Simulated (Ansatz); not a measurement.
Results of r²SCAN+rVV10 (Ansatz, a program for electronic structure, plane waves, PAW) for Ta2O5 (model structure, C2/c, No. 15, 14 atoms in the cell).

The input as run:

Ansatz 0.2 input:
```yaml
crystal:
  lattice:
    - [6.3932351259, -2.4223900746, 0.0518856365]
    - [6.3932351259, 2.4223900746, 0.0518856365]
    - [-1.4063554417, 0.0, 5.3285642507]
  atoms:
    - { symbol: Ta, position: [0.8939280723, 0.3854912656, 0.7631122471] }
    - { symbol: Ta, position: [0.6145087344, 0.1060719277, 0.7368877529] }
    - { symbol: Ta, position: [0.1060719277, 0.6145087344, 0.2368877529] }
    - { symbol: Ta, position: [0.3854912656, 0.8939280723, 0.2631122471] }
    - { symbol: O, position: [0.3336737652, 0.4485426953, 0.5310675819] }
    - { symbol: O, position: [0.5514573047, 0.6663262348, 0.9689324181] }
    - { symbol: O, position: [0.6663262348, 0.5514573047, 0.4689324181] }
    - { symbol: O, position: [0.4485426953, 0.3336737652, 0.0310675819] }
    - { symbol: O, position: [0.8672093266, 0.7224015024, 0.8722021537] }
    - { symbol: O, position: [0.2775984976, 0.1327906734, 0.6277978463] }
    - { symbol: O, position: [0.1327906734, 0.2775984976, 0.1277978463] }
    - { symbol: O, position: [0.7224015024, 0.8672093266, 0.3722021537] }
    - { symbol: O, position: [0.9022087488, 0.0977912512, 0.75] }
    - { symbol: O, position: [0.0977912512, 0.9022087488, 0.25] }
basis:
  ecutwfc: 560
  ecutrho_ratio: 4
  xc_grid: 3
kpoints:
  mp_grid: { grid: [8, 8, 6] }
  band_path:
    path:
      - [0.0, 0.0, 0.0]
      - [-0.041175, 0.041175, 0.0]
      - [-0.082351, 0.082351, 0.0]
      - [-0.123526, 0.123526, 0.0]
      - [-0.164701, 0.164701, 0.0]
      - [-0.205877, 0.205877, 0.0]
      - [-0.247052, 0.247052, 0.0]
      - [-0.288227, 0.288227, 0.0]
      - [-0.711773, -0.288227, 0.0]
      - [-0.669418, -0.330582, 0.0]
      - [-0.627064, -0.372936, 0.0]
      - [-0.584709, -0.415291, 0.0]
      - [-0.542355, -0.457645, 0.0]
      - [-0.5, -0.5, 0.0]
      - [-0.375, -0.375, 0.0]
      - [-0.25, -0.25, 0.0]
      - [-0.125, -0.125, 0.0]
      - [-0.083333, -0.083333, 0.083333]
      - [-0.166667, -0.166667, 0.166667]
      - [-0.25, -0.25, 0.25]
      - [-0.333333, -0.333333, 0.333333]
      - [-0.416667, -0.416667, 0.416667]
      - [-0.5, -0.5, 0.5]
      - [-0.546742, -0.453258, 0.5]
      - [-0.593484, -0.406516, 0.5]
      - [-0.640226, -0.359774, 0.5]
      - [-0.686968, -0.313032, 0.5]
      - [-0.73371, -0.26629, 0.5]
      - [-0.26629, 0.26629, 0.5]
      - [-0.221908, 0.221908, 0.5]
      - [-0.177526, 0.177526, 0.5]
      - [-0.133145, 0.133145, 0.5]
      - [-0.088763, 0.088763, 0.5]
      - [-0.044382, 0.044382, 0.5]
      - [0.0, 0.0, 0.5]
      - [0.0, 0.0, 0.4]
      - [0.0, 0.0, 0.3]
      - [0.0, 0.0, 0.2]
      - [0.0, 0.0, 0.1]
      - [-0.5, 0.0, 0.5]
      - [-0.4375, 0.0, 0.4375]
      - [-0.375, 0.0, 0.375]
      - [-0.3125, 0.0, 0.3125]
      - [-0.25, 0.0, 0.25]
      - [-0.1875, 0.0, 0.1875]
      - [-0.125, 0.0, 0.125]
      - [-0.0625, 0.0, 0.0625]
      - [-0.083333, 0.0, 0.0]
      - [-0.166667, 0.0, 0.0]
      - [-0.25, 0.0, 0.0]
      - [-0.333333, 0.0, 0.0]
      - [-0.416667, 0.0, 0.0]
      - [-0.5, 0.0, 0.0]
    npoints: 1
hamiltonian:
  xc: r2scan
  dispersion: rvv10
  pseudopotentials: { kind: paw }
scf:
  occupations: { method: fermi_dirac, width: 0.01 }
  convergence: { dr2_threshold: 0.0000000014 }
output:
  forces: true
  stress: true
  eigenvalues: true
  write_bands: true
```

The run printed, among other lines:

```
Crystal: 14 atoms, lattice volume = 165.400 Å³
Basis set: ecut = 560 eV, 4987 PW (Γ), exchange–correlation on 162×162×135 points (27 copies of the dense FFT grid, shifted against one another)
Bands: 70, of which v1, the nominal top of the filled ones, is band 56 counted from 1 (55 counted from 0)
Symmetry: 4 space group operations
Space group: C2/c (ITA 15), of the structure as read, at distance tolerance 5.5e-5 Å
k-points: 114 of 384
Functional: x = r2scan, c = r2scan + rvv10(b = 11.95, C = 0.0093); τ floored in thin density (d = 2e-4 eV/Å³)
SCF iter   1: F=—  HF=-45466.234921 eV  |F-HF|=—  |Δ(HF+E_count)|=         —  Δρ=1.03e-2  dr2=1.94e-1  dr2_τ=9.00e-1
SCF iter   2: F=—  HF=-45466.388991 eV  |F-HF|=—  |Δ(HF+E_count)|=   1.54e-1  Δρ=5.73e-3  dr2=2.50e-2  dr2_τ=9.71e-3
  ...
SCF iter   9: F=—  HF=-45466.389700 eV  |F-HF|=—  |Δ(HF+E_count)|=   1.77e-8  Δρ=2.37e-6  dr2=8.94e-9  dr2_τ=7.33e-10
SCF iter  10: F=-45466.389700 eV  HF=-45466.389700 eV  |F-HF|=1.16e-10  |Δ(HF+E_count)|=  6.11e-10  Δρ=5.30e-7  dr2=5.47e-10  dr2_τ=1.94e-11
SCF 1 converged in 10 iterations: F = -45466.389700 eV  dr2 = 5.47e-10
SCF converged after 10 iterations
Free energy (F): -45466.389700 eV
Internal energy: -45466.389700 eV  (E = F + TS)
E sigma→0 (E₀):  -45466.389700 eV
Fermi energy:    10.440169 eV
--- Forces (eV/Å), atoms counted from 1 ---
  atom   1  Ta     0.00071377    -0.00064693     0.00025770
  atom   2  Ta    -0.00071377    -0.00064693    -0.00025770
  atom   3  Ta    -0.00071377     0.00064693    -0.00025770
  atom   4  Ta     0.00071377     0.00064693     0.00025770
  atom   5  O     -0.00095844    -0.00001431     0.00093667
  atom   6  O      0.00095844    -0.00001431    -0.00093667
  atom   7  O      0.00095844     0.00001431    -0.00093667
  atom   8  O     -0.00095844     0.00001431     0.00093667
  atom   9  O     -0.00070602     0.00014767     0.00040230
  atom  10  O      0.00070602     0.00014767    -0.00040230
  atom  11  O      0.00070602    -0.00014767    -0.00040230
  atom  12  O     -0.00070602    -0.00014767     0.00040230
  atom  13  O      0.00000000    -0.00112711     0.00000000
  atom  14  O     -0.00000000     0.00112711    -0.00000000
--- Stress (GPa, compression-positive) ---
        0.002166       0.000000       0.003433
        0.000000      -0.013418       0.000000
        0.003415       0.000000       0.001346
  P = ⅓ Tr σ = -0.0033 GPa (-0.033 kbar)
```

The PAW data were made under PBE.

Note: the relaxation could raise the start's symmetry but not lower it, so the cell can be a saddle point.

Computing time: roughly 4 core-minutes.

A model structure was made by putting elements into a prototype or built by hand; it is no filed structure, need not be a known phase, and can be a saddle point held by its symmetry.
